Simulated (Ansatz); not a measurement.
The reference is SnSe in the GeS type structure (space group Pnma, No. 62; a = 11.536 Å, b = 4.121 Å, c = 4.578 Å; layered, stacked along the Cartesian x axis).

Levels (all Ansatz, a program for electronic structure, PAW): r2SCAN+rVV10 (500 eV, no spin-orbit coupling); HSE06 (420 eV, scalar-relativistic without spin-orbit coupling).

The geometry is relaxed with r2SCAN+rVV10.

```
Item                     Value
---------------------  -------
r2SCAN+rVV10 band gap  0.89 eV
```

With HSE06 at the same geometry, the band gap increases by 0.16 eV, from 0.89 eV to 1.05 eV.

Single points use the geometry relaxed with r2SCAN+rVV10. The hybrid gap comes from the SCF mesh plus the semilocal run's edge points and a few special points and is an upper bound. Stability against distortions was not tested.
